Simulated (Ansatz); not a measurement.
System: LiSiN (model structure, started from the NaSnP type, P6₃mc, No. 186, 6 atoms in the cell). Method: PBE0 (PAW; Ansatz, a program for electronic structure).

Run with plane-wave cutoff 460 eV, 9×9×4 k mesh (along the axes of the cell as run), Fermi–Dirac smearing 0.01 eV, scalar-relativistic PAW data made under PBE.

The cell is the one relaxed with PBEsol. Conventional cell: a = 2.8158 Å, b = 2.8158 Å, c = 9.2285 Å, α = 90.00°, β = 90.00°, γ = 120.00°.

```
CELL_PARAMETERS angstrom
      2.81583     0.00000     0.00000
     -1.40791     2.43858     0.00000
      0.00000     0.00000     9.22849
ATOMIC_POSITIONS crystal
  Li 0.33333 0.66667 0.26993
  Li 0.66667 0.33333 0.76993
  Si 0.00000 0.00000 0.01455
  Si 0.00000 0.00000 0.51455
  N  0.33333 0.66667 0.60633
  N  0.66667 0.33333 0.10633
```

### Question
List the 14 lowest band energies at Γ above −25 eV (eV, relative to the valence band maximum), grouping those that round alike.

### Answer
At Γ: -20.77, -20.75, -9.77, -9.07, -4.10, -3.31 (×4), -1.95, 5.16, 6.53, 8.44, 9.32.

Note: the run warned that its exchange threshold was loose for the stress; the relaxation could raise the start's symmetry but not lower it, so the cell can be a saddle point; cell and atoms aren't relaxed at this level (largest force component 0.42 eV/Å, pressure -0.8 GPa).

A model structure was made by putting elements into a prototype or built by hand; it is no filed structure, need not be a known phase, and can be a saddle point held by its symmetry.
